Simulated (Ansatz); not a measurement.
**MoSi2: transverse stress against strain**

MoSi2 (MoSi2 type, I4/mmm, 13.267 Å³/atom and stress up to 0.01 GPa in the relaxed cell, c along z) under a strain ε along c (axis z), the other axes held. PBEsol in Ansatz, a plane-wave DFT program (PAW, default set), 420 eV, 25×25×25 Γ-centred mesh, Fermi-Dirac smearing 0.10 eV; ions are relaxed, or left where forces stay under 0.02 eV/Å, within the symmetry of each cell. Stress is positive for a compressed cell.

Here s stands for strain and y for stress xx.

| strain (%) | stress xx (GPa) |
|---|---|
| -3.00 | ? |
| -1.50 | 1.51 |
| -1.00 | 0.99 |
| -0.50 | 0.49 |
| 0.00 | 0.00 |
| 0.50 | -0.48 |
| 1.00 | -0.94 |
| 1.50 | -1.39 |

Fit y of the 7 rows that show it with a straight line. Means: s 0, y 0.026. About the means, the sum of products is -6.7650 and the sum of squares of s is 7.0000; the slope is their ratio. Least squares gives y = 0.026 - 0.9664·s. Residuals (row less fit): 0.034, -0.002, -0.019, -0.026, -0.023, 0.000, 0.034; standard error 0.028 (degrees of freedom: 5). The slope gives the elastic constant C13 = about 97 GPa.

Task: What does the fit predict for y at s = -3.00, and how far is the calculated value from it?

Result: y = 0.026 - 0.9664 × (-3.0) = 2.925 GPa. The calculation gives 3.15 GPa, 0.225 GPa above the prediction (5.0 % of the range of y in the table). The row lies outside the fitted rows, so this is an extrapolation. From the scatter of the fitted rows alone, a prediction at this place has a standard error of 0.043 GPa, so the miss is 5.2 times that.

A polynomial of degree 2 through the 12 other runs of the series gives 3.14 there, so most of the miss is curvature that the fit leaves out. In a metal these values are sensitive to mesh and smearing; energies are taken to zero smearing, stresses follow the free energy. Rows are the converged runs of the series near zero and its far end; series whose fitted rows scatter by over a few per cent of the range, as at a crossing or softening among them, aren't shown in this form, nor equations of state whose B0' disagrees with the runs' pressures. Most that stay on the fit to the last digits aren't either.
